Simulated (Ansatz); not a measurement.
The starting structures come from a database of crystals and need not be the phases stable at ambient conditions.

Tunnelling through a barrier is set by its complex band structure: the current falls as exp(−2κd) with the smallest κ.

Data:

```yaml
crystal:
  lattice:
    - [3.93325, 0.00000, 0.00000]
    - [0.00000, 9.73047, 0.00000]
    - [0.00000, 0.00000, 8.19865]
  atoms:
    - { symbol: Sb, position: [0.73786, 0.36697, 0.62523] }
    - { symbol: Sb, position: [0.23786, 0.63303, 0.37477] }
    - { symbol: Sb, position: [0.23786, 0.86697, 0.87477] }
    - { symbol: Sb, position: [0.73786, 0.13303, 0.12523] }
    - { symbol: S, position: [0.73795, 0.45125, 0.33554] }
    - { symbol: S, position: [0.23795, 0.54875, 0.66446] }
    - { symbol: S, position: [0.23795, 0.95125, 0.16446] }
    - { symbol: S, position: [0.73795, 0.04875, 0.83554] }
    - { symbol: Br, position: [0.73800, 0.67486, 0.01415] }
    - { symbol: Br, position: [0.23800, 0.32514, 0.98585] }
    - { symbol: Br, position: [0.23800, 0.17486, 0.48585] }
    - { symbol: Br, position: [0.73800, 0.82514, 0.51415] }
```

The cell was relaxed by PBE-D3(BJ); by PBEsol it stands under a pressure of -0.7 GPa.

Transport runs along the normal of the first two printed cell vectors.

No gap correction and no spin-orbit coupling; mid-gap is the computed energy nearest the middle.

Task: Compute, with PBEsol run with Ansatz (a first-principles code), the band gap and the smallest decay constant κ at mid-gap.

Result: Gap 1.62 eV on a 8×4×4 mesh; κ = 0.221 1/Å, at (0.250, 0.000) of the in-plane reciprocal vectors. At the zone centre the slowest state has κ = 0.27 1/Å.
